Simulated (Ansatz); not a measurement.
**YAl₃ (P6_3/mmc): resistivity and electron-phonon coupling**

Consider the following.

```xyz
8
Lattice="6.1974 0.0000 0.0000 -3.0987 5.3671 0.0000 0.0000 0.0000 4.6031" Properties=species:S:1:pos:R:3 pbc="T T T"
Y      0.0000     3.5781     3.4524
Y      3.0987     1.7890     1.1508
Al     0.0000     1.5904     1.1508
Al     3.0987     3.7767     3.4524
Al     4.8200     0.7952     3.4524
Al    -1.7213     4.5719     1.1508
Al     1.7213     4.5719     1.1508
Al     1.3774     0.7952     3.4524
```

All values below come from PBEsol, DFPT electron-phonon coupling, linearised Boltzmann equation (plane waves, PAW, scalar-relativistic; Ansatz, a program for electronic structure). How the cell was made: relaxed with this functional, without spin-orbit coupling.

```json
{
 "resistivity at 300 K": "25 (x), 25 (y), 12.4 (z) μΩ·cm",
 "resistivity at 77 K": "2.5 (x), 2.5 (y), 1.24 (z) μΩ·cm",
 "electron mean free path at 300 K (weighted by the current that each state carries)": "9.5 (x), 9.5 (y), 9.9 (z) nm"
}
```

A metal at this level (no band gap). Only scattering by harmonic phonons is included (no impurities, grain boundaries, electron-electron scattering or thermal expansion). Spin-orbit coupling is left out. The run warned that the eigensolver left some states short of its tolerance. Halving the electron mesh (16x16x20) moves the resistivity by up to 13 % at 300 K, the mean free path by up to 4 %. Smearing 0.20 eV; phonons on a 3x3x3 q mesh, which this run doesn't test and which matters most at low temperature.

Computed structure with no diffraction record at hand here (it may be known, metastable or hypothetical): YAl3 (P6_3/mmc).
